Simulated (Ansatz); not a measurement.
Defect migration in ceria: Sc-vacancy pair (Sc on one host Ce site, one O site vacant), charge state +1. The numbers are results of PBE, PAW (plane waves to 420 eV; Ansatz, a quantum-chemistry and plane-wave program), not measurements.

Cell of 96 host sites held at the relaxed PBE lattice; one k-point at (0.250, 0.250, 0.250); Fermi-Dirac width 0.01 eV, spin-restricted; finite-size errors left in. Energies are static. Spin-orbit coupling is left out. The charge state is imposed; whether it is stable for some Fermi level was not computed. Forms of the defect that were not tried may lie lower.

Barriers: single points on a 2×2×2 k-point mesh shifted by half a step at the bands' geometries.

The step: a nearby O atom hops onto the vacant site (Sc-vacancy distance between ideal sites 2.37 → 4.53 Å). Atoms about the jump, Cartesian Å from the middle of the jump, before and after:

| atom | x0 | y0 | z0 | x1 | y1 | z1 |
|---|---|---|---|---|---|---|
| O1 | -0.08 | -1.04 | 0.08 | 0.08 | 1.04 | -0.08 |
| Ce2 | -1.54 | 0.08 | -1.35 | -1.53 | 0.24 | -1.38 |
| Ce3 | 1.35 | 0.08 | 1.54 | 1.38 | 0.24 | 1.53 |
| O4 | -0.08 | 1.52 | -2.48 | -0.12 | 1.54 | -2.73 |
| O5 | 2.48 | 1.51 | 0.08 | 2.73 | 1.54 | 0.12 |
| O6 | 2.67 | -1.24 | 0.11 | 2.49 | -1.25 | 0.08 |
| O7 | -0.11 | -1.24 | -2.67 | -0.08 | -1.25 | -2.50 |
| O8 | -2.53 | 1.54 | 0.10 | -2.75 | 1.56 | 0.06 |
| O9 | -0.11 | 1.54 | 2.53 | -0.06 | 1.56 | 2.75 |
| Ce10 | 1.35 | 2.98 | -1.35 | 1.27 | 2.84 | -1.27 |
| O11 | -0.06 | -1.23 | 2.83 | -0.08 | -1.23 | 2.60 |
| O12 | -2.83 | -1.23 | 0.06 | -2.60 | -1.23 | 0.08 |
| Ce13 | 1.29 | -2.58 | -1.29 | 1.38 | -2.69 | -1.38 |
| Sc14 | -1.59 | 3.02 | 1.59 | -1.59 | 3.05 | 1.59 |
| O15 | -0.11 | 3.98 | 0.10 | -0.11 | 4.13 | 0.11 |
| Ce16 | -1.45 | -2.59 | 1.45 | -1.54 | -2.68 | 1.54 |
| O17 | 2.67 | 1.54 | -2.67 | 2.62 | 1.47 | -2.62 |
| O18 | 2.63 | -1.19 | -2.63 | 2.68 | -1.26 | -2.68 |

Problem. Give the saddle-point geometry and the barrier.

Solution. 
```csv
atom,x,y,z
O1,0.09,0.30,-0.10
Ce2,-1.58,0.18,-1.39
Ce3,1.39,0.18,1.57
O4,-0.13,1.55,-2.67
O5,2.66,1.55,0.12
O6,2.60,-1.28,0.11
O7,-0.11,-1.28,-2.61
O8,-2.70,1.57,0.08
O9,-0.08,1.57,2.70
Ce10,1.30,2.89,-1.31
O11,-0.08,-1.26,2.68
O12,-2.69,-1.26,0.07
Ce13,1.36,-2.65,-1.36
Sc14,-1.62,3.04,1.61
O15,-0.12,4.00,0.12
Ce16,-1.54,-2.67,1.54
O17,2.62,1.49,-2.62
O18,2.64,-1.24,-2.64
```
It lies 0.62 eV above the start and 0.11 eV above the end. The saddle point's order was not checked, and it lies on a symmetry element of the cell, where a band can be held.
